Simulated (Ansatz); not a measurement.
Consider SiO₂ (space group Imma, No. 74; a cell from a computed database, its experimental status unchecked).

```xyz
12
Lattice="-2.6319 4.7888 4.4592 2.6319 -4.7888 4.4592 2.6319 4.7888 -4.4592" Properties=species:S:1:pos:R:3 pbc="T T T"
Si     0.0000     0.8092     7.5330
Si     2.6319     3.9795    -3.0738
Si     2.6319    -0.8092     3.0738
Si     0.0000     5.5980     1.3854
O      2.6319    -2.3944     3.3980
O      0.0000     7.1832     1.0612
O      1.3160     5.1889     2.2296
O      1.3160    -0.4001     2.2296
O      1.3160     4.3886    -2.2296
O     -1.3160     5.1889     2.2296
O      0.0000     0.0000     0.0000
O      0.0000     4.7888     0.0000
```

Cartesian axes are those of the cell as printed.

Computed with PBEsol (Ansatz, a first-principles code, PAW, without spin-orbit coupling).

Strains are applied to the cell and any free atomic positions relax; under stress the whole cell relaxes.

One change was made to it. Results:

```json
[
 {"quantity": "energy relative to the base (free energy F)", "base": "0 meV/atom", "after": "+2.0 meV/atom"},
 {"quantity": "valence-band top at Γ (three highest levels, from the VBM)", "base": "0.00, -0.46, -0.71 eV", "after": "0.00, -0.51, -0.63 eV"}
]
```

Task: Which of these changes matches the shifts?
(A) strain tensor (xx, yy, zz, yz, xz, xy) = (−1.31, −0.72, +1.37, +0.52, +0.70, +0.19) %
(B) uniaxial stress, 3 GPa compression along x
(C) uniaxial strain ε_yy = +0.66 %

Result: A, strain tensor (xx, yy, zz, yz, xz, xy) = (−1.31, −0.72, +1.37, +0.52, +0.70, +0.19) %. For comparison, the energy relative to the base in the other runs: uniaxial strain ε_yy = +0.66 % gives +0.1 meV/atom; uniaxial stress, 3 GPa compression along x gives +3.9 meV/atom.

The levels and masses belong to the bands next to the band gap. Beyond what the load breaks, stability against distortions was not tested.
